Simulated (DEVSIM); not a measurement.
Device: n-channel Ge planar bulk MOSFET with HfO2, at 350 K.

* **Gate length**: 30 nm
* **Source drain length**: 24 nm
* **Dielectric thickness**: 3.9 nm
* **Lateral straggle**: 1.3 nm
* **Underlap**: 0 nm
* **Junction depth**: 12.1 nm
* **Substrate depth**: 160 nm
* **Gate work function**: 4.05 eV
* **Source and drain doping**: 8.3e19 cm⁻³, Gaussian tails under the gate
* **Body doping**: 2.2e18 cm⁻³
* **Lifetime**: 4e-7 s
* **Supply**: 1 V
* **Halo peak**: 2.3e18 cm⁻³

All mobilities are scaled by 1; velocity saturation, μ/(1 + (μE/vsat)^b)^(1/b) with b = 2 for electrons and 1 for holes and E the electric field along each mesh edge, is on. Mobility is μmin + (μ − μmin)/(1 + (N/Nref)^α).

The device is made up for the run: typed textbook-type constants, with dimensions and the other settings drawn at random. Values at 300 K; Nc and Nv go as T^1.5, mobilities as T to minus their exponent, the gap by Varshni's rule with the affinity fixed.

Ge: gap (eV) 0.664, affinity (eV) 4, permittivity 16, Nc (cm⁻³) 1.04e19, Nv (cm⁻³) 6e18, μn (cm²/Vs) 3900, μp (cm²/Vs) 1900, μn,min 150, μp,min 100, Nref,n 2.6e17, Nref,p 4e17, αn 0.56, αp 0.6, T exponent of μn 1.66, T exponent of μp 2.33, vsat,n (cm/s) 6.5e6, vsat,p (cm/s) 6e6, Varshni α (eV/K) 0.000477, Varshni β (K) 235. HfO2: gap (eV) 5.7, affinity (eV) 2.5, permittivity 22.

Model (solved in DEVSIM): 2D drift-diffusion, Boltzmann statistics, complete ionisation; no quantum confinement, tunnelling, impact ionisation, self-heating, contact resistance or fringe fields beside the gate. Metal contacts follow the ideal Schottky-Mott rule: no Fermi-level pinning, no interface dipoles.

Transfer curves, |Id| in μA/μm:

```csv
Vg (V),Vd = 0.05 V,Vd = 1 V
-0.3,0.0003446,0.002416
-0.25,0.001073,0.007151
-0.2,0.003473,0.02196
-0.15,0.01152,0.06932
-0.1,0.03883,0.2230
-0.05,0.1321,0.7241
0,0.4503,2.329
0.05,1.522,7.199
0.1,4.970,20.63
0.15,14.90,51.58
0.2,38.04,106.6
0.25,78.93,184.8
0.3,135.6,280.2
0.35,202.5,387.0
0.4,274.6,501.3
0.45,347.7,620.6
0.5,419.0,743.4
0.55,486.2,868.8
0.6,548.2,996.0
0.65,604.1,1125
0.7,653.9,1255
0.75,697.6,1385
0.8,735.8,1516
0.85,769.1,1648
0.9,797.9,1779
0.95,823.1,1911
1,845.1,2042
```

Question: Work out the subthreshold swing at low drain bias from the rows at -0.05 and 0 V, and compare it with the thermal limit.

Answer: log10(0.4503/0.1321) = 0.533 over 50.0 mV, so S = 93.9 mV/decade. The limit kT/q ln 10 is 69.4 mV/decade; the ratio is 1.35. This is the steepest step of the table.

Question: Find both thresholds at the constant current 0.1 μA × (1 μm/L) a micrometre, and the DIBL.

Answer: The current is 3.33 μA/μm. Interpolating ln Id gives 0.083 V and 0.016 V; their difference over the 0.95 V of drain bias is 71 mV/V.

Source and drain are degenerate, where Boltzmann statistics are only rough. The electric field that drives the saturation includes the junctions' built-in field, which lowers the mobility there even at small currents: subthreshold currents come out too low, a known weakness of this choice.
